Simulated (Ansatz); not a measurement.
**Hypothetical Pm-3n InP, response to strain**

Take InP (space group Pm-3n, No. 223; a hypothetical phase, not in the database extracts checked) as the base.

```yaml
crystal:
  lattice:
    - [7.33425, 0.00000, 0.00000]
    - [0.00000, 7.33425, 0.00000]
    - [0.00000, 0.00000, 7.33425]
  atoms:
    - { symbol: In, position: [0.25000, 0.00000, 0.50000] }
    - { symbol: In, position: [0.50000, 0.25000, 0.00000] }
    - { symbol: In, position: [0.50000, 0.75000, 0.00000] }
    - { symbol: In, position: [0.75000, 0.00000, 0.50000] }
    - { symbol: In, position: [0.00000, 0.50000, 0.75000] }
    - { symbol: In, position: [0.00000, 0.50000, 0.25000] }
    - { symbol: P, position: [0.25000, 0.50000, 0.00000] }
    - { symbol: P, position: [0.00000, 0.25000, 0.50000] }
    - { symbol: P, position: [0.00000, 0.75000, 0.50000] }
    - { symbol: P, position: [0.75000, 0.50000, 0.00000] }
    - { symbol: P, position: [0.50000, 0.00000, 0.75000] }
    - { symbol: P, position: [0.50000, 0.00000, 0.25000] }
```

Cartesian axes are those of the cell as printed.

Strains are applied to the cell and any free atomic positions relax; under biaxial strain the out-of-plane vector relaxes too.

Method: DFT with PBE, PAW potentials and a 420 eV plane-wave cutoff in Ansatz (a program for electronic structure), scalar-relativistic without spin-orbit coupling.

Notes on the quantities. energy relative to the base: free energy F; pressure: mean of the normal stresses, compression positive.

| variant | energy relative to the base | space group | band gap | pressure |
|---|---|---|---|---|
| base | 0 meV/atom | Pm-3n (No. 223) | 0.50 eV | 0.00 GPa |
| biaxial strain +1.10 %, plane normal [001], relaxed out of plane | +2.2 meV/atom | P4_2/mmc (No. 131) | 0.29 eV | -0.66 GPa |
| uniaxial strain ε_zz = +0.19 % | 0.0 meV/atom | P4_2/mmc (No. 131) | 0.48 eV | -0.09 GPa |
| tensor shear ε_yz = +0.72 % | +0.3 meV/atom | Cccm (No. 66) | 0.47 eV | 0.00 GPa |

Whether these cells are dynamically stable was not tested. A zero or small gap of InP under biaxial strain +1.10 %, plane normal [001], relaxed out of plane can be the functional's error rather than a property of the material.
